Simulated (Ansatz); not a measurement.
The parent structure is Cu in the fcc (Cu type) structure (space group Fm-3m, No. 225; a = 3.518 Å; relaxed with 0.1 eV smearing).

Computed with DFT with LDA, PAW potentials and a 420 eV plane-wave cutoff in Ansatz (a program for electronic structure), spin-orbit coupling left out.

Strains are applied to the cell and any free atomic positions relax.

One change was made to it. Results:

The pressure goes from zero to -2.7 GPa; the energy grows by 1.4 meV/atom.

### Question
Which of these changes matches the shifts?
A) isotropic strain +1.00 %
B) isotropic strain +0.50 %
C) isotropic strain −1.00 %
D) isotropic strain −0.50 %
E) isotropic strain −1.50 %

### Answer
B, isotropic strain +0.50 %. For comparison, the pressure in the other runs: isotropic strain −1.00 % gives 6.1 GPa; isotropic strain +1.00 % gives -5.2 GPa; isotropic strain −0.50 % gives 2.9 GPa; isotropic strain −1.50 % gives 9.6 GPa.

Whether these cells are dynamically stable was not tested. The final runs are not spin-polarised.
